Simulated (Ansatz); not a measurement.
Worked example: self-consistent single point of Zr2Al3Zn (R3m, 6 atoms in the cell) in Ansatz (a quantum-chemistry and plane-wave program).

Method: LDA (PW92), default PAW files made with PBE (plane waves; Ansatz).

The change in words: lattice scaled by 0.98; basis.ecutwfc: 420 eV → 840 eV. Reference geometry:
```xyz
6
Lattice="2.6400 1.5242 4.2262 -2.6400 1.5242 4.2262 0.0000 -3.0484 4.2262" Properties=species:S:1:pos:R:3 pbc="T T T"
Zr     0.0000     0.0000     7.9680
Zr     0.0000     0.0000     4.7607
Al    -1.3200     0.7621     2.1131
Al     0.0000    -1.5242     2.1131
Al     1.3200     0.7621     2.1131
Zn     0.0000     0.0000     0.0000
```

Reference input (self-consistent single point, DFT, LDA (PW92), plane waves, default PAW files made with PBE): basis.ecutwfc = 420 eV; kpoints.mp_grid.grid = 6 6 6; hamiltonian.xc = lda; hamiltonian.pseudopotentials = {kind: paw} (the program's default PAW files); scf.occupations.method = gaussian; scf.occupations.width = 0.1 eV. This run's input differs from it in these lines:

Ansatz 0.2 input:
```diff
@@ -3,5 +3,5 @@
   lattice:
-    - [2.639959, 1.524181, 4.226220]
-    - [-2.639959, 1.524181, 4.226220]
-    - [0.000000, -3.048362, 4.226220]
+    - [2.587160, 1.493697, 4.141696]
+    - [-2.587160, 1.493697, 4.141696]
+    - [0.000000, -2.987395, 4.141696]
   atoms:
@@ -14,3 +14,3 @@
 basis:
-  ecutwfc: 420.0
+  ecutwfc: 840.0
 kpoints:
```

Output, abridged:

```
SCF iter   1: F=—  HF=-12943.023680 eV  |F-HF|=—  |Δ(HF+E_count)|=         —  Δρ=4.99e-3  dr2=2.95e-2  ethr=1.77e-3  ⟨swp⟩=8.0  Hψ=5351  notcnv=0
all-band conjugate gradients solve this SCF's bands
preconditioner: auto → Kerker (q_TF=auto, 2.404 Å⁻¹)
SCF iter   2: F=—  HF=-12943.017855 eV  |F-HF|=—  |Δ(HF+E_count)|=   5.83e-3  Δρ=2.94e-3  dr2=8.66e-3  ethr=6.55e-5  ⟨swp⟩=1.1  Hψ=1188  notcnv=0
SCF iter   3: F=—  HF=-12943.016627 eV  |F-HF|=—  |Δ(HF+E_count)|=   1.23e-3  Δρ=1.86e-3  dr2=2.84e-3  ethr=1.93e-5  ⟨swp⟩=2.0  Hψ=1403  notcnv=0
SCF iter   4: F=—  HF=-12943.015119 eV  |F-HF|=—  |Δ(HF+E_count)|=   1.51e-3  Δρ=5.49e-4  dr2=2.02e-4  ethr=6.31e-6  ⟨swp⟩=2.0  Hψ=1379  notcnv=0
SCF iter   5: F=—  HF=-12943.015108 eV  |F-HF|=—  |Δ(HF+E_count)|=   1.08e-5  Δρ=2.15e-4  dr2=2.45e-5  ethr=4.49e-7  ⟨swp⟩=2.0  Hψ=1312  notcnv=0
SCF iter   6: F=—  HF=-12943.015042 eV  |F-HF|=—  |Δ(HF+E_count)|=   6.63e-5  Δρ=3.06e-5  dr2=3.57e-7  ethr=5.45e-8  ⟨swp⟩=2.0  Hψ=1068  notcnv=0
SCF iter   7: F=-12943.015042 eV  HF=-12943.015042 eV  |F-HF|=2.93e-8  |Δ(HF+E_count)|=   2.08e-7  Δρ=7.80e-6  dr2=5.77e-8  ethr=2.22e-10  ⟨swp⟩=10.0  Hψ=4923  notcnv=0
SCF 1 converged in 7 iterations: F = -12943.015042 eV  dr2 = 5.77e-8
Free energy (F): -12943.015042 eV
Internal energy: -12942.993458 eV  (E = F + TS)
E sigma→0 (E₀):  -12943.004250 eV
Entropy (-TS):   -0.021585 eV (-3.597 meV/atom)
Fermi energy:    12.291912 eV
--- Forces (eV/Å), atoms counted from 1 ---
  atom   1  Zr     0.00000000     0.00000002    -0.52436036
  atom   2  Zr    -0.00000000    -0.00000001     0.21163514
  atom   3  Al     0.01330219    -0.00768003     0.09501174
  atom   4  Al    -0.00000000     0.01536004     0.09501174
  atom   5  Al    -0.01330219    -0.00768003     0.09501174
  atom   6  Zn    -0.00000000    -0.00000000     0.02768680
--- Stress (GPa, compression-positive) ---
        4.380655       0.000000      -0.000000
       -0.000000       4.380655      -0.000000
       -0.000000      -0.000000       4.413936
  P = ⅓ Tr σ = 4.3917 GPa (43.917 kbar)
  The stress holds the Pulay correction. Without it, at fixed plane waves, as pw.x and ABINIT print it: P = 4.3898 GPa
```

The run converged in 7 iterations. Against the reference run the free energy rises by 1.2 meV/atom, the pressure goes from -3.37 to 4.39 GPa and the largest force goes from 0.425 to 0.524 eV/Å.

The starting cell comes from a database of computed structures (which also holds hypothetical and non-ambient phases and stackings), without a prior relaxation at this level. Its lattice was rescaled by up to half a per cent. One atom was moved a little off its site on purpose. For this run, on top of that: lattice scaled by 0.98. Ansatz's pressure includes its estimate of the finite-basis (Pulay) stress.
